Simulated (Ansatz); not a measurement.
The reference is BP in the rock salt structure (space group Fm-3m, No. 225; a = 4.289 Å; a hypothetical phase, not in the database extracts checked; relaxed with 0.1 eV smearing). Axes: x, y, z lie along the cube axes.

Computed with Ansatz (a first-principles code) PBEsol, scalar-relativistic without spin-orbit coupling.

The change: uniaxial strain ε_yy = +4.80 %, all other strain components held at zero, atoms relaxed at fixed cell.

Q: Predict the stress tensor and what it implies for the stiffness.

A: Stress of the strained cell less that of the base (GPa, compression positive):
```
   -6.1     0.0     0.0
    0.0    -8.5     0.0
    0.0     0.0    -6.1
```

Then −Δσ_ii/ε with ε = 0.0480 gives secant stiffness values (nonlinear terms included at this strain): C22 ≈ 178 GPa, C12 ≈ 128 GPa and C23 ≈ 128 GPa.

As a check, the harmonic strain energy −½ V₀ Δσ:ε is 13 meV/atom; the computed energy rise is 14 meV/atom.

Whether these cells are dynamically stable was not tested. All final runs are without spin polarisation.
